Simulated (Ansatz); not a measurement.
Response to strain in CdS

The reference is CdS in the zinc blende structure (space group F-43m, No. 216; a = 5.824 Å). Axes: x, y, z lie along the cube axes.

Strains are applied to the cell and any free atomic positions relax; under biaxial strain the out-of-plane vector relaxes too.

Level of theory: PBEsol in Ansatz (plane waves to 420 eV, PAW, scalar-relativistic without spin-orbit coupling).

Candidates:
(a) biaxial strain +1.50 %, plane normal [001], relaxed out of plane
(b) biaxial strain −3.00 %, plane normal [001], relaxed out of plane
(c) biaxial strain −2.00 %, plane normal [001], relaxed out of plane
(d) biaxial strain −1.00 %, plane normal [001], relaxed out of plane

Notes on the quantities. energy relative to the base: free energy F.

Question: Order them by energy relative to the base, lowest first.

Answer: (d) biaxial strain −1.00 %, plane normal [001], relaxed out of plane (+0.8 meV/atom), (a) biaxial strain +1.50 %, plane normal [001], relaxed out of plane (+1.6 meV/atom), (c) biaxial strain −2.00 %, plane normal [001], relaxed out of plane (+3.1 meV/atom), (b) biaxial strain −3.00 %, plane normal [001], relaxed out of plane (+7.1 meV/atom)

Whether these cells are dynamically stable was not tested.

Ansatz is a program for electronic structure.
